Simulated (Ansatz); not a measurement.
```
CELL_PARAMETERS angstrom
      0.00000     2.72803     2.72803
      2.72803     0.00000     2.72803
      2.72803     2.72803     0.00000
ATOMIC_POSITIONS crystal
  Se 0.25000 0.25000 0.25000
  Zn 0.00000 0.00000 0.00000
```

Dynamical quadrupoles are not included in the interpolation of the phonons between the solved wave vectors. The pressure is 5 GPa. The structure is held there; whether it is the stable one at that pressure was not tested.

Q: What linear thermal expansion coefficient does quasi-harmonic approximation on Ansatz (a program for electronic structure), LDA functional, plane-wave PAW give at 550 K, and what isobaric heat capacity per mole of formula units and Grüneisen parameter?

A: α = 4.7 × 10⁻⁶ K⁻¹; C_P = 49.1 J/(mol K); γ = 0.61. Whether this phase is the stable one at each condition was not tested.

The PAW data sets were generated under PBE and serve the other functionals too.
